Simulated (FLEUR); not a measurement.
# How far to go with the basis cutoff: Sb (R-3m, 2 atoms in the cell)

```
CELL_PARAMETERS angstrom
      3.97713    -2.16578     0.00000
      3.97713     2.16578     0.00000
      2.79774     0.00000     3.56101
ATOMIC_POSITIONS crystal
  Sb 0.23791 0.23791 0.23791
  Sb 0.76650 0.76650 0.76650
```

Level of theory: PBEsol, all-electron FLAPW (FLEUR), scalar-relativistic valence.

Base settings: Kmax = 3.9 1/bohr; GmaxXC = 11.7 1/bohr; xcFunctional = PBEs; jspins = 1; l_soc = F; mode = hist; fermiSmearingEnergy = 0.00367493 Htr; mesh (inpgen div1-3) = 3 3 3; inpgen gamma flag = false; Gmax = 11.7 1/bohr.

Moved along: Gmax, GmaxXC.

The second cell is the first with its lattice scaled by 0.98.

The mesh stays at the base's, so the ladder's end is converged at best in this setting alone.

Only quantities that move along the ladder and can be compared are tabulated; the gap is left out on so coarse a mesh.

The starting cell has typed, rounded lattice constants, without a prior relaxation at this level. Its lattice was rescaled by up to half a per cent. One atom was moved a little off its site on purpose. Values depend on the basis (sphere radii, cutoffs, local orbitals), which need not be converged.

Steps (Kmax): 2.31 1/bohr; 2.47 1/bohr; 2.62 1/bohr; 2.76 1/bohr; 2.89 1/bohr; 3.02 1/bohr; 3.26 1/bohr; 3.49 1/bohr; 3.7 1/bohr; 3.9 1/bohr; 4.09 1/bohr; 4.27 1/bohr; 4.53 1/bohr; 4.78 1/bohr; 5.16 1/bohr.

### Question
What is the coarsest Kmax that holds the free energy within 2 meV/atom of the last step, with all finer ones?

### Answer
4.27 1/bohr; the step before is off by 2.6 meV/atom.

### Question
What is the coarsest Kmax that holds the energy of the compressed cell less the first within 1 meV/atom of the last step, with all finer ones?

### Answer
3.7 1/bohr; the step before is off by 1.1 meV/atom.

```csv
Kmax,free energy less the last step's (meV/atom),energy of the compressed cell less the first (meV/atom)
2.31 1/bohr,1700.46,-1.57
2.47 1/bohr,1050.36,-32.66
2.62 1/bohr,648.00,-15.61
2.76 1/bohr,395.90,12.82
2.89 1/bohr,250.22,11.15
3.02 1/bohr,153.20,12.90
3.26 1/bohr,60.68,18.65
3.49 1/bohr,26.79,13.95
3.7 1/bohr,11.47,15.37
3.9 1/bohr,5.40,14.94
4.09 1/bohr,2.63,14.99
4.27 1/bohr,1.35,15.13
4.53 1/bohr,0.53,15.10
4.78 1/bohr,0.20,15.10
5.16 1/bohr,0.00,15.08
```

The energy difference between the two cells stays within 1 meV/atom of the last step's from 3.7 1/bohr on, the total only from 4.53 1/bohr on: much of the error is common to both cells and cancels.
